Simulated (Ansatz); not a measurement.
The starting structures come from a database of crystals and need not be the phases stable at ambient conditions.

```yaml
crystal:
  lattice:
    - [7.07242, 0.00000, 0.00000]
    - [0.00000, 8.38335, 0.00000]
    - [2.52324, 0.00000, 6.60699]
  atoms:
    - { symbol: Cs, position: [0.58047, 0.82004, 0.58047] }
    - { symbol: Cs, position: [0.41953, 0.32004, 0.41953] }
    - { symbol: Cs, position: [0.09767, 0.54280, 0.09767] }
    - { symbol: Cs, position: [0.90233, 0.04280, 0.90233] }
    - { symbol: Se, position: [0.60062, 0.66654, 0.07184] }
    - { symbol: Se, position: [0.39938, 0.16654, 0.92816] }
    - { symbol: Se, position: [0.07184, 0.66654, 0.60062] }
    - { symbol: Se, position: [0.92816, 0.16654, 0.39938] }
    - { symbol: Se, position: [0.20781, 0.00508, 0.20781] }
    - { symbol: Se, position: [0.79219, 0.50508, 0.79219] }
```

Space group of this cell: Cmc2_1. The cell is taken as given.

Transport runs along the normal of the first two printed cell vectors.

The gap is the functional's own. No spin-orbit coupling. Mid-gap values are interpolated on the energy grid.

Problem. Estimate the band gap and the smallest decay constant κ at mid-gap that r2SCAN in Ansatz (a quantum-chemistry and plane-wave program) returns for this system.

Solution. Gap 1.07 eV on a 6×4×6 mesh; κ = 0.203 1/Å, at (0.500, 0.000) of the in-plane reciprocal vectors. At the zone centre, at the nearest computed energy, the slowest state has κ = 0.31 1/Å.
